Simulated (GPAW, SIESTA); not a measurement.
A GPAW input for a relaxation of cell and atoms of CaI2 (P-3m1, 3 atoms in the cell) (DFT PBEsol, plane waves, GPAW PAW datasets PBEsol (made by gpaw-setup)):

```python
from ase import Atoms
from ase.filters import FrechetCellFilter
from ase.optimize import BFGS
from ase.units import GPa
from gpaw import GPAW

atoms = Atoms(['Ca', 'I', 'I'],
              cell=[[4.528970, 0.000000, 0.000000],
                    [-2.264485, 3.922203, 0.000000],
                    [0.000000, 0.000000, 7.209830]],
              scaled_positions=[[0.000000, 0.000000, 0.000000],
                                [0.333333, 0.666667, 0.244300],
                                [0.666667, 0.333333, 0.755700]],
              pbc=True)

calc = GPAW(mode={'name': 'pw', 'ecut': 600},
            xc='PBEsol',
            kpts=(5, 5, 3),
            occupations={'name': 'fermi-dirac', 'width': 0.0},
            nbands=-8,
            convergence={'density': 1e-05, 'bands': -6},
            symmetry={'symmorphic': False, 'tolerance': 0.0005},
            maxiter=100)

atoms.calc = calc

target = FrechetCellFilter(atoms)

opt = BFGS(target, logfile='-')
converged = opt.run(fmax=0.03, steps=40)
print('Relaxation converged:', converged)
print('Cell:', atoms.cell.cellpar().round(4))
print(atoms.get_scaled_positions().round(5))

energy = atoms.get_potential_energy()
print('Energy (eV):', round(energy, 6))
forces = atoms.get_forces()
print('Forces (eV/Ang):')
print(forces.round(5))
stress = atoms.get_stress()
print('Stress (GPa, Voigt):', (stress / GPa).round(4))
```

Question: Give the SIESTA input for the same structure, mesh, smearing and functional.

Answer: This is the input that was run; spellings and numerical settings could be chosen otherwise.

```
# files in the folder: Ca.psml I.psml (PseudoDojo PBEsol standard)
SystemName  CaI2
SystemLabel siesta

NumberOfAtoms                3
NumberOfSpecies              2
%block ChemicalSpeciesLabel
  1 20 Ca
  2 53 I
%endblock ChemicalSpeciesLabel
LatticeConstant              4.528970 Ang
%block LatticeVectors
     1.000000000    0.000000000    0.000000000
    -0.500000000    0.866025388    0.000000000
     0.000000000    0.000000000    1.591935915
%endblock LatticeVectors
AtomicCoordinatesFormat      Fractional
%block AtomicCoordinatesAndAtomicSpecies
     0.000000000    0.000000000    0.000000000  1
     0.333333000    0.666667000    0.244300000  2
     0.666667000    0.333333000    0.755700000  2
%endblock AtomicCoordinatesAndAtomicSpecies

XC.functional                GGA
XC.authors                   PBEsol
PAO.BasisSize                DZP
PAO.EnergyShift              0.01 Ry
MeshCutoff                   400 Ry
%block kgrid.MonkhorstPack
    5   0   0  0.0
    0   5   0  0.0
    0   0   3  0.0
%endblock kgrid.MonkhorstPack
OccupationFunction           FD
ElectronicTemperature        10 K

MaxSCFIterations             150
SCF.Mixer.Method             Pulay
SCF.Mixer.Weight             0.1
SCF.Mixer.History            8
SCF.DM.Tolerance             1.0E-04
Diag.ParallelOverK           true
MD.TypeOfRun                 CG
MD.Steps                     40
MD.MaxForceTol               0.02 eV/Ang
MD.VariableCell              true
MD.MaxStressTol              0.05 GPa
WriteForces                  true
Charge.Mulliken              end
```

Basis, cutoffs, solver keys and any potentials are the target program's own. This input uses DFT, GGA PBEsol, numerical atomic orbitals DZP, PseudoDojo PBEsol standard norm-conserving potentials (rewritten from UPF to PSML).

The starting cell comes from a database of computed structures (which also holds hypothetical and non-ambient phases and stackings), without a prior relaxation at this level.
